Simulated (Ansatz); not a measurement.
The reference is VN in the zinc blende structure (space group F-43m, No. 216; a = 4.385 Å; a model cell, its experimental status unchecked; relaxed with 0.1 eV smearing).

Computed with PBEsol (Ansatz, an electronic-structure program), without spin-orbit coupling.

For the base:

The pressure comes out as 0.0 GPa and the band gap comes out as zero.

It is then changed as follows: an isotropic linear strain of −3.22 %, atoms relaxed at fixed cell.

Q: Estimate the effect on the pressure.

A: The pressure goes from zero to 30.4 GPa.

Q: How does this affect the energy relative to the base?

A: The energy goes up by 86 meV/atom.

Q: Estimate the effect on the band gap.

A: The band gap remains zero.

No phonon test of stability was made. Seeded moments were not kept for the base. All final runs are without spin polarisation.
